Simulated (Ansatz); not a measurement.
Take Ti₃Al (space group P6_3/mmc, No. 194; a = 5.755 Å, c = 4.655 Å) as the base.

(Cell as relaxed with PBE.)

Levels (all Ansatz, a quantum-chemistry and plane-wave program, PAW, earlier PAW set): PBE (420 eV, no spin-orbit coupling); r2SCAN (500 eV, spin-orbit coupling left out).

Each level relaxes its own structure.

```tsv
base	PBE	r2SCAN
volume per atom	16.69 Å³	16.56 Å³
lattice parameter a	5.755 Å	5.747 Å
band gap	zero	zero
```

Perturbation: a hydrostatic pressure of 2.1 GPa.

| quantity | PBE | r2SCAN |
|---|---|---|
| volume per atom | 16.40 Å³ | 16.29 Å³ |
| c/a ratio | 0.809 | 0.806 |

PBE's volume per atom lies 0.11 Å³ above r2SCAN's (0.7 %); PBE's c/a ratio lies 0.003 above r2SCAN's. Neither level is exact; r2SCAN is the comparison here, not a measurement.

Load acts through the strain it causes; cell and atoms are relaxed under it. Stability against distortions was not tested. The final runs are not spin-polarised.
